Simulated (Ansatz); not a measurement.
# C axis length of TiSi (model structure, started from the WC type, P-6m2, No. 187, 2 atoms in the cell) at several levels of theory

No measured value is used here.

| level (code) | value (Å) |
|---|---|
| PBE (Ansatz) | 4.208 |
| PBEsol (Ansatz) | 4.182 |
| PBE-D3(BJ) (Ansatz) | 4.174 |
| r²SCAN (Ansatz) | 4.196 |

The crystal itself was run without spin with PBE, PBEsol, PBE-D3(BJ), r²SCAN; a magnetic state was not tried in these runs. Ansatz's density-functional and Hartree–Fock values are scalar-relativistic unless marked +SOC, with PAW data made under PBE.

A model structure was made by putting elements into a prototype or built by hand; it is no filed structure, need not be a known phase, and can be a saddle point held by its symmetry.

Ansatz is a first-principles code.
